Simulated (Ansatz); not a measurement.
Base system: PbZrO$_{3}$ in the cubic perovskite structure (space group Pm-3m, No. 221; a cell from a computed database, its experimental status unchecked).

Space group Pm-3m (No. 221); a = 4.141 Å, b = 4.141 Å, c = 4.141 Å, α = 90.00°, β = 90.00°, γ = 90.00°

```
atom  site  symmetry       x       y       z
----  ----  --------  ------  ------  ------
Zr      1a      m-3m  0.0000  0.0000  0.0000
Pb      1b      m-3m  0.5000  0.5000  0.5000
O       3d    4/mm.m  0.0000  0.0000  0.5000
```

The values are results of Ansatz (a quantum-chemistry and plane-wave program), PBEsol, PAW, cutoff 420 eV, no spin-orbit coupling, not measurements.

Before the change:

| Item | Result |
|---|---|
| Lattice parameter a | 7.826 bohr |
| Valley order | X along ⟨100⟩ 2.34 eV; a point along ⟨111⟩, about 0.7 Å⁻¹ from Γ 3.09 eV; Γ 3.69 eV; a point along ⟨110⟩, about 0.6 Å⁻¹ from Γ 3.77 eV |

It is then changed as follows: cell and atoms relaxed at a pressure of 5 GPa.

Q: What happens to the lattice parameter a?

A: The lattice parameter a falls by 0.072 bohr to 7.754 bohr.

Q: What happens to the valley order?

A: The valley order (the lowest conduction-band minima on the path, energy above the VBM, named in the base's zone) goes from X along ⟨100⟩ 2.34 eV; a point along ⟨111⟩, about 0.7 Å⁻¹ from Γ 3.09 eV; Γ 3.69 eV; a point along ⟨110⟩, about 0.6 Å⁻¹ from Γ 3.77 eV to X along ⟨100⟩ 2.37 eV; a point along ⟨111⟩, about 0.7 Å⁻¹ from Γ 3.13 eV; Γ 3.72 eV; a point along ⟨110⟩, about 0.6 Å⁻¹ from Γ 3.84 eV.

Spin-orbit coupling, missing from the scalar runs, can matter with Pb. The levels and masses belong to the bands next to the band gap. Load acts through the strain it causes; cell and atoms are relaxed under it. No phonon test of stability was made. Competing high-pressure phases were not computed. Many cubic perovskites are stable only at high temperature; tilts and polar distortions were not tested.
